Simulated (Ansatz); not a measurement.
**WC under a change: W → Ru**

Consider WC (space group P-6m2, No. 187; a = 2.898 Å, c = 2.828 Å).

Now apply this change: every W is replaced by Ru; the structure is relaxed again.

All numbers come from plane-wave PAW DFT at the PBEsol level (Ansatz, a first-principles code, 420 eV), no spin-orbit coupling. k-mesh 18×18×17 (Γ-centred); smearing 0.05 eV (Fermi–Dirac), for the changed cell.

```tsv
quantity	base	changed	shift
volume per atom	10.29 Å³	9.64 Å³	-0.65 Å³
density	15.81 g/cm³	9.74 g/cm³	-6.063 g/cm³
lattice parameter a	2.898 Å	2.895 Å	-0.003 Å
c/a ratio	0.976	0.917	-0.059
space group	P-6m2 (No. 187)	P-6m2 (No. 187)	–
shortest interatomic distance	2.191 Å	2.134 Å	-0.0563 Å
band gap	zero	zero	–
```

Final structure:

```
RuC
1.0
    2.89528     0.00000     0.00000
   -1.44764     2.50739     0.00000
    0.00000     0.00000     2.65444
Ru C
1 1
Cartesian
  0.00000   0.00000   0.00000
  0.00000   1.67159   1.32722
```

No phonon test of stability was made. As relaxed here, RuC is a hypothetical phase, not in the database extracts checked. The final runs are not spin-polarised.
